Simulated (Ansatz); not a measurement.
CdS, thickness series

Base system: CdS in the wurtzite structure (space group P6_3mc, No. 186).

```
CdS
1.0
    4.16433     0.00000     0.00000
   -2.08216     3.60641     0.00000
    0.00000     0.00000     6.76883
Cd S
2 2
Cartesian
  2.08216   1.20214   0.00665
  0.00000   2.40428   3.39107
  2.08216   1.20214   4.22522
  0.00000   2.40428   0.84080
```

Cartesian axes are those of the cell as printed.

Free-standing slabs (4 atom(s) a layer) normal to the y axis with 15 Å of vacuum; in-plane cell held at bulk.

Computed with Ansatz (an electronic-structure program) r2SCAN, scalar-relativistic without spin-orbit coupling, earlier PAW set.

Notes on the quantities. layer's space group: with vacuum; excess energy per area of both faces: slab less bulk energy over the cell's area: twice a surface energy.

| change | band gap | change of the spacing d12 from its bulk value of 1.202 Å | layer's space group | excess energy per area of both faces | thickness between the outermost nuclei |
|---|---|---|---|---|---|
| base | 1.63 eV | – | – | – | – |
| 1 layer | 2.39 eV | – | Pmn2_1 (No. 31) | – | 1.68 Å |
| 2 layers | 2.02 eV | -22.5 % | Pmc2_1 (No. 26) | 0.81 J/m² | 5.28 Å |
| 3 layers | 1.87 eV | -21.0 % | Pmn2_1 (No. 31) | 0.84 J/m² | 8.82 Å |
| 4 layers | 1.78 eV | -20.6 % | Pmc2_1 (No. 26) | 0.85 J/m² | 12.40 Å |

Slab and bulk use different k-meshes, which limits the precision of the excess energy. Whether these cells are dynamically stable was not tested.
